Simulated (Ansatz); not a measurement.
## ZnSe, pressure series

Start from ZnSe in the zinc blende structure (space group F-43m, No. 216).

```
CELL_PARAMETERS angstrom
      0.00000     2.78375     2.78375
      2.78375     0.00000     2.78375
      2.78375     2.78375     0.00000
ATOMIC_POSITIONS crystal
  Zn 0.00000 0.00000 0.00000
  Se 0.25000 0.25000 0.25000
```

Cell and atoms are relaxed at each pressure.

All numbers come from DFT with LDA, PAW potentials and a 420 eV plane-wave cutoff in Ansatz (a first-principles code), no SOC.

Notes on the quantities. hole mass: degenerate bands, along [100].

```tsv
variant	electron mass	hole mass	volume per atom	band gap
base	0.090 mₑ (at Γ)	0.094, 0.55, 0.55 mₑ (at Γ)	21.57 Å³	1.25 eV
pressure −2 GPa	0.084 mₑ (at Γ)	0.087, 0.57, 0.57 mₑ (at Γ)	22.22 Å³	1.13 eV
pressure −1 GPa	0.087 mₑ (at Γ)	0.091, 0.56, 0.56 mₑ (at Γ)	21.88 Å³	1.19 eV
pressure 0.9 GPa	0.092 mₑ (at Γ)	0.097, 0.54, 0.54 mₑ (at Γ)	21.31 Å³	1.30 eV
pressure 2.1 GPa	0.095 mₑ (at Γ)	0.10, 0.53, 0.53 mₑ (at Γ)	20.98 Å³	1.37 eV
pressure 4.5 GPa	0.10 mₑ (at Γ)	0.11, 0.51, 0.51 mₑ (at Γ)	20.41 Å³	1.49 eV
pressure 9 GPa	0.11 mₑ (at Γ)	0.12, 0.48, 0.48 mₑ (at Γ)	19.52 Å³	1.68 eV
pressure 15 GPa	0.12 mₑ (at Γ)	0.13, 0.45, 0.45 mₑ (at Γ)	18.58 Å³	1.90 eV
pressure 22.5 GPa	0.13 mₑ (at Γ)	0.14, 0.42, 0.42 mₑ (at Γ)	17.67 Å³	2.14 eV
pressure 30 GPa	1.1 mₑ along k, 0.26 mₑ across (at X)	0.14, 0.39, 0.39 mₑ (at Γ)	16.94 Å³	2.02 eV
```

Load acts through the strain it causes; cell and atoms are relaxed under it. Masses are band curvatures over ±0.01 Å⁻¹ around the edge. Along k means along the line from Γ to the band edge. Whether these cells are dynamically stable was not tested. Measured, ZnSe leaves this structure (for rock salt) near 13 GPa (temperature not stated; as listed in M. Köfferlein et al., Hyperfine Interactions (1994)).
